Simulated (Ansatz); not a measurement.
We consider ZnSnO3 (R3c, No. 161, 10 atoms in the cell; start mp-13334), described by PBEsol (Ansatz, an electronic-structure program, plane waves, PAW).

Numerical settings: plane-wave cutoff 520 eV, 8×8×8 k mesh, Fermi–Dirac smearing 0.01 eV, scalar-relativistic PAW data made under PBE.

Cell (relaxed at this level):

```cif
data_O6Sn2Zn2
_chemical_formula_sum 'Zn2 Sn2 O6'
_space_group_name_H-M_alt 'P 1'
_space_group_IT_number 1
_cell_length_a 5.57629
_cell_length_b 5.57629
_cell_length_c 5.57629
_cell_angle_alpha 56.489
_cell_angle_beta 56.489
_cell_angle_gamma 56.489
loop_
_space_group_symop_operation_xyz
  'x, y, z'
loop_
_atom_site_label
_atom_site_type_symbol
_atom_site_fract_x
_atom_site_fract_y
_atom_site_fract_z
_atom_site_occupancy
Zn1 Zn 0.28471 0.28471 0.28471 1
Zn2 Zn 0.78471 0.78471 0.78471 1
Sn1 Sn 0.00222 0.00222 0.00222 1
Sn2 Sn 0.50222 0.50222 0.50222 1
O1 O 0.89475 0.21105 0.60585 1
O2 O 0.60585 0.89475 0.21105 1
O3 O 0.21105 0.60585 0.89475 1
O4 O 0.10585 0.71105 0.39475 1
O5 O 0.71105 0.39475 0.10585 1
O6 O 0.39475 0.10585 0.71105 1
```

Problem. Estimate the band gap that the calculation returns.

Solution. 
band gap: 1.25 eV (on the SCF k mesh)

Note: the relaxation could not lower the start's symmetry, so the cell can be a saddle point above a distorted one.

Spin–orbit coupling is not included.

The computed numbers hold no vibrational or temperature effects.

A start named mp-… is a Materials Project structure, which need not be a measured phase.
